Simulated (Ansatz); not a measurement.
Base system: WC (space group P-6m2, No. 187; a = 2.898 Å, c = 2.828 Å). Axes: x lies along a and z along c of the hexagonal cell.

All numbers come from plane-wave PAW DFT at the PBEsol level (Ansatz, a first-principles code, 420 eV), without spin-orbit coupling.

Strains are applied to the cell and any free atomic positions relax.

One change was made to it. Results:

| quantity | base | after |
|---|---|---|
| energy relative to the base (free energy F) | 0 meV/atom | +111 meV/atom |
| pressure (mean of the normal stresses, compression positive) | 0.0 GPa | 43.9 GPa |

Problem. Which of these changes matches the shifts?
A. uniaxial strain ε_xx = −2.22 %
B. isotropic strain −5.57 %
C. isotropic strain −2.92 %

Solution. C, isotropic strain −2.92 %. For comparison, the energy relative to the base in the other runs: uniaxial strain ε_xx = −2.22 % gives +12 meV/atom; isotropic strain −5.57 % gives +0.441 eV/atom.

Without a gap, meshes like the base's 18×18×16 leave anisotropic stresses uncertain by several tenths of a GPa, and small strain energies with them. No phonon test of stability was made. All final runs are without spin polarisation.
